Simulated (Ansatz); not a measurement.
**Input and output of a self-consistent single point for La3Rh2 (R-3, 15 atoms in the cell) (Ansatz, a quantum-chemistry and plane-wave program)**

Level of theory: PBEsol, default PAW files made with PBE (plane waves; Ansatz).

This input was run:

Ansatz 0.2 input:
```yaml
# La3Rh2
crystal:
  lattice:
    - [4.476350, 2.584422, 5.728793]
    - [-4.476350, 2.584422, 5.728793]
    - [0.000000, -5.168844, 5.728793]
  atoms:
    - { symbol: La, position: [0.000000, 0.000000, 0.000000] }
    - { symbol: La, position: [0.797343, 0.797343, 0.797343] }
    - { symbol: La, position: [0.202657, 0.202657, 0.202657] }
    - { symbol: La, position: [0.388470, 0.161640, 0.671200] }
    - { symbol: La, position: [0.611530, 0.838360, 0.328800] }
    - { symbol: La, position: [0.671200, 0.388470, 0.161640] }
    - { symbol: La, position: [0.328800, 0.611530, 0.838360] }
    - { symbol: La, position: [0.161640, 0.671200, 0.388470] }
    - { symbol: La, position: [0.838360, 0.328800, 0.611530] }
    - { symbol: Rh, position: [0.165400, 0.956540, 0.590440] }
    - { symbol: Rh, position: [0.834600, 0.043460, 0.409560] }
    - { symbol: Rh, position: [0.590440, 0.165400, 0.956540] }
    - { symbol: Rh, position: [0.409560, 0.834600, 0.043460] }
    - { symbol: Rh, position: [0.956540, 0.590440, 0.165400] }
    - { symbol: Rh, position: [0.043460, 0.409560, 0.834600] }
basis:
  ecutwfc: 420.0 eV
kpoints:
  mp_grid:
    grid: [3, 3, 3]
hamiltonian:
  xc: pbesol
  pseudopotentials:
    kind: paw
scf:
  occupations:
    method: fermi_dirac
    width: 0.1 eV
output:
  forces: true
  eigenvalues: true
  stress: true
```

The program printed (abridged):

```
WARN ansatz: RAYON_NUM_THREADS=1 ignored (pool sized by the plan → 1); use --threads N
Pseudopotentials: kind: paw
Pseudopotential: La, paw, valence charge 11
Pseudopotential: Rh, paw, valence charge 17
Crystal: 15 atoms, lattice volume = 397.651 Å³
Basis set: ecut = 420 eV, 7735 PW (Γ), exchange–correlation on 108×108×108 points (8 copies of the dense FFT grid, shifted against one another)
Bands: 121, of which v1, the nominal top of the filled ones, is band 101 counted from 1 (100 counted from 0)
Symmetry: 6 space group operations
Space group: R-3 (ITA 148), of the structure as read, at distance tolerance 7.4e-5 Å
k-points: 6 of 27
PAW frozen core: La, regenerated for the run's functional, and the local potential with it
PAW frozen core: Rh, regenerated for the run's functional, and the local potential with it
Initial density: superposition of atomic densities (neutral atoms: chi_scale 0, normalization atom), corrected by the library's trained network
Initial wavefunctions: pseudopotential atomic-orbital guess
Eigensolver: davidson
Functional: x = pbesol(κ = 0.804, μ = 0.12345679012345678), c = pbesol(β = 0.046)
SCF iter   1: F=—  HF=-93492.975568 eV  |F-HF|=—  |Δ(HF+E_count)|=         —  Δρ=8.66e-3  dr2=4.92e-1  ethr=1.77e-3  ⟨swp⟩=7.5  Hψ=3479  notcnv=0
all-band conjugate gradients solve this SCF's bands
preconditioner: auto → Kerker (q_TF=auto, 2.435 Å⁻¹)
SCF iter   2: F=—  HF=-93492.926792 eV  |F-HF|=—  |Δ(HF+E_count)|=   4.88e-2  Δρ=2.39e-3  dr2=3.27e-2  ethr=2.45e-4  ⟨swp⟩=2.8  Hψ=1256  notcnv=0
SCF iter   3: F=—  HF=-93492.923226 eV  |F-HF|=—  |Δ(HF+E_count)|=   3.57e-3  Δρ=9.54e-4  dr2=4.60e-3  ethr=1.63e-5  ⟨swp⟩=2.0  Hψ=1027  notcnv=0
SCF iter   4: F=—  HF=-93492.922784 eV  |F-HF|=—  |Δ(HF+E_count)|=   4.42e-4  Δρ=1.42e-4  dr2=1.16e-4  ethr=2.29e-6  ⟨swp⟩=3.0  Hψ=1297  notcnv=0
SCF iter   5: F=—  HF=-93492.922770 eV  |F-HF|=—  |Δ(HF+E_count)|=   1.36e-5  Δρ=4.74e-5  dr2=1.45e-5  ethr=5.77e-8  ⟨swp⟩=2.0  Hψ=1331  notcnv=0
SCF iter   6: F=—  HF=-93492.923317 eV  |F-HF|=—  |Δ(HF+E_count)|=   5.47e-4  Δρ=1.13e-5  dr2=4.72e-7  ethr=7.21e-9  ⟨swp⟩=2.8  Hψ=1107  notcnv=0
SCF iter   7: F=-93492.923317 eV  HF=-93492.923317 eV  |F-HF|=2.06e-8  |Δ(HF+E_count)|=   5.16e-8  Δρ=4.32e-6  dr2=6.84e-8  ethr=4.98e-11  ⟨swp⟩=13.0  Hψ=3419  notcnv=0
SCF 1 converged in 7 iterations: F = -93492.923317 eV  dr2 = 6.84e-8
SCF converged after 7 iterations
Free energy (F): -93492.923317 eV
Harris-Foulkes:  -93492.923317 eV  (|F-HF|=2.06e-8)
Internal energy: -93492.522821 eV  (E = F + TS)
E sigma→0 (E₀):  -93492.723069 eV
Entropy (-TS):   -0.400496 eV (-26.700 meV/atom)
Fermi energy:    13.742603 eV
--- Per-component energies (eV) ---
  E_band       = -1451.955831
  E_kinetic    = 5185.539686
  E_local      = -18812.776493  (includes V_loc(G=0)·N_el)
  E_nonlocal   = 3039.045589
  E_hartree    = 7181.570408
  E_xc         = -2567.327996
  E_vxc        = -2991.066638  (∫ρ·V_xc dr)
  E_paw        = -69115.189617  (= ΣΔE_a)
  E_vpaw       = -2235.829129  (= ΣTr[D̂ρ^β])
  E_aug_tail   = 0.005045  (compensation charges beyond the density's cutoff)
  E_ewald      = -18406.572226
  E_core_change = 3.182783  (= ΣΔE_core)
  E_smearing   = -0.400496  (= −TS)
  E_closure    = 0.000000  (closes the sum)
  Σ components = -93492.923317   (vs F -93492.923317, Δ=0.00e0)
--- Forces (eV/Å), atoms counted from 1 ---
  atom   1  La    -0.00000000     0.00000000     0.00000000
  atom   2  La    -0.00000000    -0.00000000     0.12009488
  atom   3  La     0.00000000     0.00000000    -0.12009488
  atom   4  La    -0.00058170    -0.10277362     0.02460712
  atom   5  La     0.00058170     0.10277362    -0.02460712
  atom   6  La     0.08929542     0.05088305     0.02460712
  atom   7  La    -0.08929542    -0.05088305    -0.02460712
  atom   8  La    -0.08871372     0.05189058     0.02460712
  atom   9  La     0.08871372    -0.05189058    -0.02460712
  atom  10  Rh    -0.02947533    -0.01582067    -0.01638327
  atom  11  Rh     0.02947533     0.01582067     0.01638327
  atom  12  Rh     0.02843877    -0.01761605    -0.01638327
  atom  13  Rh    -0.02843877     0.01761605     0.01638327
  atom  14  Rh     0.00103656     0.03343672    -0.01638327
  atom  15  Rh    -0.00103656    -0.03343672     0.01638327
  max |Σ_I F_I| component: 2.08e-17 eV/Å
--- Stress (GPa, compression-positive) ---
       -2.935010       0.000000      -0.000000
       -0.000000      -2.935010      -0.000000
        0.000000      -0.000000      -3.139872
  P = ⅓ Tr σ = -3.0033 GPa (-30.033 kbar)
  The stress holds the Pulay correction. Without it, at fixed plane waves, as pw.x and ABINIT print it: P = -3.0175 GPa
--- Band table (eV; the first three rows and the last of 6) ---
  k-point 0: bands = ["-64.1223", "-64.1223", "-64.1223", "-64.1193", "-64.1193", "-64.1192", "-32.1372", "-32.1372", "-32.1371", "-32.1326", "-32.1313", "-32.1313", "-32.0636", "-32.0622", "-32.0622", "-32.0568", "-32.0568", "-32.0553", "-32.0391", [...]
  k-point 1: bands = ["-64.1223", "-64.1223", "-64.1223", "-64.1193", "-64.1193", "-64.1193", "-32.1372", "-32.1372", "-32.1372", "-32.1323", "-32.1316", "-32.1313", "-32.0633", "-32.0625", "-32.0622", "-32.0568", "-32.0564", "-32.0556", "-32.0390", [...]
  k-point 2: bands = ["-64.1223", "-64.1223", "-64.1223", "-64.1193", "-64.1193", "-64.1193", "-32.1372", "-32.1372", "-32.1371", "-32.1323", "-32.1316", "-32.1314", "-32.0631", "-32.0626", "-32.0624", "-32.0567", "-32.0562", "-32.0559", "-32.0390", [...]
  k-point 5: bands = ["-64.1223", "-64.1223", "-64.1223", "-64.1193", "-64.1193", "-64.1193", "-32.1372", "-32.1372", "-32.1371", "-32.1322", "-32.1317", "-32.1314", "-32.0629", "-32.0626", "-32.0624", "-32.0567", "-32.0562", "-32.0559", "-32.0390", [...]
```

The run converged in 7 iterations.

The starting cell comes from a database of computed structures (which also holds hypothetical and non-ambient phases and stackings), without a prior relaxation at this level. Spin polarisation is off. With a pressure of about -3 GPa the cell is away from its equilibrium volume at this level. Ansatz's pressure includes its estimate of the finite-basis (Pulay) stress.
